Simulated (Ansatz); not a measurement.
# InSb: pressure series

The reference is InSb in the zinc blende structure (space group F-43m, No. 216; a = 6.450 Å).

Cell and atoms are relaxed at each pressure.

Computed with LDA in Ansatz (plane waves to 420 eV, PAW, spin-orbit coupling left out).

Computed cases, in order: pressure −2 GPa; pressure −1 GPa; 0 GPa (base); pressure 0.9 GPa; pressure 2.1 GPa; pressure 4.5 GPa; pressure 9 GPa; pressure 15 GPa; pressure 22.5 GPa; pressure 30 GPa.

**Question.** Between which two neighbouring cases does the band gap open or close?

**Answer.** Between pressure 2.1 GPa (zero) and pressure 4.5 GPa (0.12 eV). The whole series: pressure −2 GPa: zero; pressure −1 GPa: zero; 0 GPa (base): zero; pressure 0.9 GPa: zero; pressure 2.1 GPa: zero; pressure 4.5 GPa: 0.12 eV; pressure 9 GPa: 0.47 eV; pressure 15 GPa: 0.77 eV; pressure 22.5 GPa: 0.63 eV; pressure 30 GPa: 0.51 eV.

Spin-orbit coupling, missing from the scalar runs, can matter with Sb. Load acts through the strain it causes; cell and atoms are relaxed under it. No phonon test of stability was made. Tetrahedral semiconductors of this kind turn to denser phases somewhere between about 1 and 50 GPa; those were not computed, so compressed cells here can lie past the real transition. The final runs are not spin-polarised. The zero or small gap of InSb can change with the level of theory.

Ansatz is a first-principles code.
